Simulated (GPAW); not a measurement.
# Pressure against volume in bcc Mo (space group 229) (GPAW, PBE)

```
CELL_PARAMETERS angstrom
     -1.54699     1.54699     1.54699
      1.54699    -1.54699     1.54699
      1.54699     1.54699    -1.54699
ATOMIC_POSITIONS crystal
  Mo 0.00000 0.00000 0.00000
```

Method: PBE, GPAW PAW datasets PBE (gpaw-data 1.0.1) (plane waves; GPAW 25.7.0). Settings: mode = pw; ecut = 585 eV; xc = PBE; kpts = 26 26 26; mesh shift (steps) = 0 0 0; occupations.name = fermi-dirac; occupations.width = 0.05 eV; nbands = -7; convergence.forces = 0.001 eV/Å; symmetry.symmorphic = false; symmetry.tolerance = 0.0005; maxiter = 120. The cell above is the first row's. The rows scale it uniformly. In all rows the k mesh is held.

```
V (Å^3/atom)  P (GPa)
------------  -------
14.809              ?
15.131          11.50
15.453           5.38
15.775          -0.16
16.097          -5.15
16.419          -9.60
16.741         -13.62
17.063         -17.22
17.385         -20.44
```

Fit P of the 8 rows that show it with a cubic. With u = V - 16.3, the rows have u = -1.1690, -0.8470, -0.5250, -0.2030, 0.1190, 0.4410, 0.7630, 1.0850. Least squares gives P = -8.014 - 13.6880·u + 2.3061·u² - 0.2277·u³. Residuals (row less fit): -0.002, 0.007, -0.001, -0.012, 0.011, 0.001, -0.003, 0.002; standard error 0.009 (degrees of freedom: 4). The fitted pressure is zero at V0 = 15.77, where dP/dV = -16.35, so B0 = -V0·dP/dV = 258 GPa.

Q: Estimate the missing P (V = 14.809); what did the run itself give?

A: u = -1.4910, so P = -8.014 - 13.6880 × (-1.4910) + 2.3061 × (-1.4910)² - 0.2277 × (-1.4910)³ = 18.276 GPa. The calculation gives 18.32 GPa, 0.044 GPa above the prediction (0.1 % of the range of P in the table). The row lies outside the fitted rows, so this is an extrapolation. From the scatter of the fitted rows alone, a prediction at this place has a standard error of 0.024 GPa, so the miss is 1.8 times that.

Carrying the step between the two nearest rows on in a straight line would have given 17.62, off by 0.70; series whose last step already gives the withheld value aren't shown. The scan was laid around a cell of about the measured size, scaled by a guess for this functional. Spin polarisation is off. Cutoffs and mesh are single choices, not tested for convergence of this quantity. Series with a scatter that would blur these digits, or in which a gap closes, are not shown.
